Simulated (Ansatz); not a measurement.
Base system: CdS in the zinc blende structure (space group F-43m, No. 216; a = 5.824 Å).

Method: plane-wave PAW DFT at the PBEsol level (Ansatz, an electronic-structure program, 420 eV), scalar-relativistic without spin-orbit coupling.

Strains are applied to the cell and any free atomic positions relax.

One change was made to it. Results:

The band gap goes up by 0.06 eV (1.01 eV → 1.07 eV); the hole mass (degenerate bands, along [100]) becomes 0.12, 0.72, 0.72 mₑ (at Γ) (base: 0.12, 0.75, 0.75 mₑ (at Γ)); the energy goes up by 4.4 meV/atom.

Task: Which of these changes matches the shifts?
A) isotropic strain −3.00 %
B) isotropic strain −2.50 %
C) isotropic strain −1.00 %
D) isotropic strain +3.00 %
E) isotropic strain +2.00 %

Result: C, isotropic strain −1.00 %. For comparison, the band gap in the other runs: isotropic strain +3.00 % gives 0.83 eV; isotropic strain −3.00 % gives 1.19 eV; isotropic strain +2.00 % gives 0.89 eV; isotropic strain −2.50 % gives 1.16 eV.

Effective masses come from finite differences of ±0.01 Å⁻¹. Whether these cells are dynamically stable was not tested.
